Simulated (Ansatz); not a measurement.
The reference is SrTiO$_{3}$ in the cubic perovskite structure (space group Pm-3m, No. 221).

```
CELL_PARAMETERS angstrom
      3.89106     0.00000     0.00000
      0.00000     3.89106     0.00000
      0.00000     0.00000     3.89106
ATOMIC_POSITIONS crystal
  Sr 0.00000 0.00000 0.00000
  Ti 0.50000 0.50000 0.50000
  O  0.00000 0.50000 0.50000
  O  0.50000 0.50000 0.00000
  O  0.50000 0.00000 0.50000
```

All numbers come from PBEsol, PAW, 420 eV (Ansatz, a first-principles code; no spin-orbit coupling).

```csv
level,lattice parameter a
PBEsol,3.891 Å
```

Question: What does experiment give, and how far off is each level?

Answer: Measured: lattice parameter a 3.89 Å (0 K or low temperature; corrected from measurement; as listed in D. I. Bilc et al., Physical Review B (2008)). Computed minus measured — lattice parameter a: PBEsol +0.0 %.

Whether these cells are dynamically stable was not tested. The final runs are not spin-polarised. Many cubic perovskites are stable only at high temperature; tilts and polar distortions were not tested.
